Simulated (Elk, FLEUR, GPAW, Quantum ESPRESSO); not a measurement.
## GdPPd (P6_3/mmc, 6 atoms in the cell) computed with different codes at matched settings

Self-consistent single point.

```xyz
6
Lattice="4.1677 0.0000 0.0000 -2.0838 3.6093 0.0000 0.0000 0.0000 7.6663" Properties=species:S:1:pos:R:3 pbc="T T T"
Gd     0.0000     0.0000     0.0000
Gd     0.0000     0.0000     3.8331
P      2.0838     1.2031     1.9166
P      0.0000     2.4062     5.7497
Pd     2.0838     1.2031     5.7497
Pd     0.0000     2.4062     1.9166
```
Moments meant for the start (each program seeds them in its own way; μB, in the order of the atoms Gd Gd P P Pd Pd): 7.0 7.0 0.0 0.0 0.0 0.0.

All programs got the same cell, k-point mesh and kind of occupations, and the same starting moments (in GPAW's words: spinpol = true; kpts = 7 7 3; mesh shift (steps) = 0 0 0; occupations.name = methfessel-paxton; occupations.width = 0.136 eV; occupations.order = 0); potentials, basis and cutoffs are each program's usual ones.

| code | model | size of the net moment (μB/atom) | cutoff |
|---|---|---|---|
| GPAW | LDA (Perdew-Wang 92), GPAW PAW datasets LDA (gpaw-data 1.0.1) | 2.34 | 800 eV |
| Quantum ESPRESSO | LDA (PZ), SSSP 1.1.2 efficiency (PBE) pseudopotentials | 2.34 | 60 Ry |
| Elk | LDA (PW92), all-electron FP-LAPW, Elk's shipped species files, LAPW+lo basis | 2.32 | rgkmax 8 |
| FLEUR | LDA (Perdew-Zunger), all-electron FLAPW (FLEUR), scalar-relativistic valence | 2.33 | Kmax 3.9 1/bohr |

The spread over the programs that give each value: size of the net moment within 0.02 μB/atom.

The starting cell comes from a database of computed structures (which also holds hypothetical and non-ambient phases and stackings), without a prior relaxation at this level. On GPAW's run: Spin-orbit coupling is off. The magnetic order is the one reached from the typed start; others were not searched systematically. With U or open f shells several self-consistent states can exist. The f electrons are in the valence without U or exact exchange, which can misplace them near the Fermi level. Spin-orbit terms, which matter for f shells, are left out. In the base run, with a pressure of about -6 GPa the cell is away from its equilibrium volume at this level.

Why do the programs differ, and what cannot be compared?

Differences of this kind can come from the potentials, where these differ, and from what each basis and cutoff leave unconverged. The valence holds different numbers of electrons (GPAW 78, Quantum ESPRESSO 82, FLEUR 78). The zero of total energies and Fermi levels follows the potentials and each program's conventions, so they are not compared here. Elk and FLEUR treat all electrons, but the usual bases taken here (sphere radii, linearisation, local orbitals, empty states) were not tested for convergence, so the values are no reference for the others. The same LDA comes in different parametrisations, which differ slightly. Site moments depend on each program's spheres or projections; the total moment of the cell does not.

Left out of this page: Ansatz (with a known weakness of the program).

Keys are those of Ansatz 0.2.
